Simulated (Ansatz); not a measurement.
Hypothetical anti-perovskite Ba3PtC, pressure series

Start from Ba$_{3}$PtC in the anti-perovskite structure (space group Pm-3m, No. 221; a = 5.5099 Å; a hypothetical phase, not in the database extracts checked).

Cell and atoms are relaxed at each pressure.

Method: PBE (Ansatz, an electronic-structure program), no spin-orbit coupling.

Notes on the quantities. enthalpy: H = E + PV relative to the base's energy.

```csv
variant,enthalpy,lattice parameter a
base,–,5.510 Å
pressure −2 GPa,-0.43 eV/atom,5.660 Å
pressure −1 GPa,-0.21 eV/atom,5.578 Å
pressure 0.3 GPa,+0.06 eV/atom,5.491 Å
pressure 0.7 GPa,+0.14 eV/atom,5.467 Å
pressure 1.5 GPa,+0.31 eV/atom,5.423 Å
pressure 3 GPa,+0.60 eV/atom,5.350 Å
pressure 5 GPa,+0.97 eV/atom,5.269 Å
pressure 7.5 GPa,+1.42 eV/atom,5.183 Å
pressure 10 GPa,+1.84 eV/atom,5.111 Å
```

Load acts through the strain it causes; cell and atoms are relaxed under it. Stability against distortions was not tested. No other phases were tried under pressure. The final runs are not spin-polarised. Ba3PtC has a high density of states at the Fermi level and may be magnetic at this level.
